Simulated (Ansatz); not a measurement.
System: cubic perovskite KMgF3. Method: PBEsol (Ansatz, a first-principles code, plane waves, PAW).

Numerical settings: plane-wave cutoff 560 eV, 6×6×6 k mesh, perturbation theory, scalar-relativistic PAW data made under PBE.

The cell has the measured lattice parameters. Conventional cell: a = 3.9897 Å, b = 3.9897 Å, c = 3.9897 Å, α = 90.00°, β = 90.00°, γ = 90.00°.

```
CELL_PARAMETERS angstrom
      3.98970     0.00000     0.00000
      0.00000     3.98970     0.00000
      0.00000     0.00000     3.98970
ATOMIC_POSITIONS crystal
  K  0.00000 0.00000 0.00000
  Mg 0.50000 0.50000 0.50000
  F  0.50000 0.00000 0.50000
  F  0.00000 0.50000 0.50000
  F  0.50000 0.50000 0.00000
```

Harmonic phonon frequencies (cm⁻¹; i marks an imaginary mode; at Γ without the LO shift):

```csv
q point,frequencies
Γ,0 0 0 143 143 143 181 181 181 281 281 281 463 463 463
X,117 117 125 125 167 191 200 200 222 260 260 439 451 461 461
M,86 116 130 130 199 199 201 201 216 292 344 409 409 459 471
```

No imaginary mode appears at these points.

Note: the cell isn't this level's own, so it is under some stress, which shifts stiffness and frequencies.
